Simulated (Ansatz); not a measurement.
## ZrN under load (space group Immm): band-structure transport figures

Given:

```yaml
crystal:
  lattice:
    - [0.00469, 2.27822, 2.27562]
    - [2.27822, 0.00469, 2.27562]
    - [2.28291, 2.28291, 0.00000]
  atoms:
    - { symbol: Zr, position: [0.50000, 0.50000, 0.50000] }
    - { symbol: N, position: [0.00000, 0.00000, 0.00000] }
```

The numbers are results of PBEsol, rigid bands (plane waves, PAW, scalar-relativistic; Ansatz, a program for electronic structure), not measurements. Condition of this run: uniaxial stress along [110] of -1 GPa (compression positive) (the target of the relaxation). Geometry: cell and atoms relaxed with PBEsol, then loaded as said.

- density of states at the Fermi level = 0.651 states/(eV·cell), both spins
- bare Sommerfeld coefficient = 0.77 mJ/(mol of atoms·K²)
- Drude plasma energy = 8.9 eV
- root-mean-square Fermi velocity = 1.0e6 m/s
- resistivity times τ = 6.2 ×10⁻²² Ω·m·s

A metal at this level (no band gap); rigid bands, thermally averaged at 300 K, both spins. Spin-orbit coupling is left out. τ is one relaxation time for all states.
